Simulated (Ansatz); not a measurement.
The parent structure is MgO in the rock salt structure (space group Fm-3m, No. 225; a = 4.214 Å). Axes: x, y, z lie along the cube axes.

The values are results of Kohn–Sham DFT with the PBEsol functional, run in Ansatz (a program for electronic structure) with PAW and 420 eV plane waves, spin-orbit coupling left out, not measurements.

Strains are applied to the cell and any free atomic positions relax.

One change was made to it. Results:

```tsv
quantity	base	after
valence-band top at Γ (three highest levels, from the VBM)	0.00, 0.00, 0.00 eV	0.00, 0.00, -0.04 eV
band gap	4.62 eV	4.80 eV
energy relative to the base (free energy F)	0 meV/atom	+3.8 meV/atom
```

Name the change that was made.
A) uniaxial strain ε_zz = +2.00 %
B) uniaxial strain ε_zz = −1.00 %
C) uniaxial strain ε_zz = −0.50 %
D) uniaxial strain ε_zz = −2.00 %
E) uniaxial strain ε_zz = −1.50 %

D, uniaxial strain ε_zz = −2.00 %. For comparison, the band gap in the other runs: uniaxial strain ε_zz = −0.50 % gives 4.66 eV; uniaxial strain ε_zz = −1.00 % gives 4.71 eV; uniaxial strain ε_zz = +2.00 % gives 4.40 eV; uniaxial strain ε_zz = −1.50 % gives 4.75 eV.

No phonon test of stability was made.
